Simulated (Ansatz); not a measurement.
The structure below was relaxed with Ansatz (an electronic-structure program), PBE, PAW, cutoff 420 eV, no spin-orbit coupling, at pressure 2.1 GPa.

Space group P4₂/nmc, origin choice 1 (No. 137); a = 3.610 Å, b = 3.610 Å, c = 5.247 Å, α = 90.00°, β = 90.00°, γ = 90.00°

```csv
atom,site,symmetry,x,y,z
Zr,2a,-4m2,0.0000,0.0000,0.0000
O,4d,2mm.,0.0000,0.5000,0.1958
```

**Question.** Write out a cell with all atoms.

**Answer.** 
```
ZrO2
1.0
    3.60990     0.00000     0.00000
    0.00000     3.60990     0.00000
    0.00000     0.00000     5.24744
Zr O
2 4
Direct
  0.00000   0.00000   0.00000
  0.50000   0.50000   0.50000
  0.00000   0.50000   0.19576
  0.00000   0.50000   0.69576
  0.50000   0.00000   0.30424
  0.50000   0.00000   0.80424
```
This is the conventional cell.

Load acts through the strain it causes; cell and atoms are relaxed under it. Whether these cells are dynamically stable was not tested. The cell was made from ZrO2 (space group P4_2/nmc, No. 137) by this change: pressure 2.1 GPa. This is not the structure that ZrO2 has at room temperature and ambient pressure.
